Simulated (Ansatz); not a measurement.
**Mn3SnN in the anti-perovskite structure (space group Pm-3m, No. 221; ferromagnetic)**

```yaml
crystal:
  lattice:
    - [3.81665, 0.00000, 0.00000]
    - [0.00000, 3.81665, 0.00000]
    - [0.00000, 0.00000, 3.81665]
  atoms:
    - { symbol: Mn, position: [0.00000, 0.50000, 0.50000] }
    - { symbol: Mn, position: [0.50000, 0.00000, 0.50000] }
    - { symbol: Mn, position: [0.50000, 0.50000, 0.00000] }
    - { symbol: Sn, position: [0.00000, 0.00000, 0.00000] }
    - { symbol: N, position: [0.50000, 0.50000, 0.50000] }
```

Computed with plane-wave PAW DFT at the PBEsol level (Ansatz, a quantum-chemistry and plane-wave program, 420 eV), no SOC. Γ-centred 12×12×12 mesh, Fermi–Dirac width 0.05 eV.

| Item | Value |
|---|---|
| Volume per atom | 11.12 Å³ |
| Density | 8.89 g/cm³ |
| Band gap | zero |
| Magnetic state | ferromagnetic |
| Total energy | -3587.163 eV/atom (σ→0; compares only within this code and set-up) |

Other magnetic orders, which the real material may have, were not ruled out. Whether these cells are dynamically stable was not tested.
